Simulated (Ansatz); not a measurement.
Take Al₂O₃ in the corundum structure (space group R-3c, No. 167; a = 4.774 Å, c = 13.015 Å (hexagonal axes)) as the base. Axes: x lies along a and z along c of the hexagonal cell.

Structures relaxed with DFT with PBEsol, PAW potentials and a 420 eV plane-wave cutoff in Ansatz (a quantum-chemistry and plane-wave program), no spin-orbit coupling.

Base:

Simulated powder pattern, Co Kα, λ = 1.79026 Å (kinematic, ideal powder, no thermal factors, no anomalous dispersion; the 10 strongest lines at most, above 2 %, up to 2θ = 90°):

```json
[
 {"2θ (°)": "29.73", "I/Imax (%)": "63", "hkl": "(012)"},
 {"2θ (°)": "40.99", "I/Imax (%)": "95", "hkl": "(104)"},
 {"2θ (°)": "44.05", "I/Imax (%)": "44", "hkl": "(110)"},
 {"2θ (°)": "50.69", "I/Imax (%)": "99", "hkl": "(113)"},
 {"2θ (°)": "61.73", "I/Imax (%)": "49", "hkl": "(024)"},
 {"2θ (°)": "67.78", "I/Imax (%)": "100", "hkl": "(116)"},
 {"2θ (°)": "72.19", "I/Imax (%)": "3.3", "hkl": "(122)"},
 {"2θ (°)": "72.50", "I/Imax (%)": "7.6", "hkl": "(018)"},
 {"2θ (°)": "78.91", "I/Imax (%)": "41", "hkl": "(214)"},
 {"2θ (°)": "81.02", "I/Imax (%)": "65", "hkl": "(300)"}
]
```

After one change:

Simulated powder pattern, Co Kα, λ = 1.79026 Å (kinematic, ideal powder, no thermal factors, no anomalous dispersion; the 10 strongest lines at most, above 2 %, up to 2θ = 90°):

| 2θ (°) | I/Imax (%) |
|---|---|
| 29.61 | 63 |
| 40.90 | 95 |
| 40.99 | 48 |
| 43.97 | 44 |
| 50.38 | 50 |
| 50.61 | 100 |
| 61.46 | 51 |
| 67.52 | 50 |
| 67.72 | 100 |
| 80.47 | 67 |

Which of these changes matches the shifts?
(A) uniaxial strain ε_xx = +1.50 %
(B) uniaxial strain ε_xx = +3.00 %
(C) uniaxial strain ε_xx = +2.25 %
(D) uniaxial strain ε_xx = +0.75 %

D, uniaxial strain ε_xx = +0.75 %. Its volume per atom is 8.63 Å³ against 8.56 Å³, and its space group is C2/c (No. 15).

Whether these cells are dynamically stable was not tested.
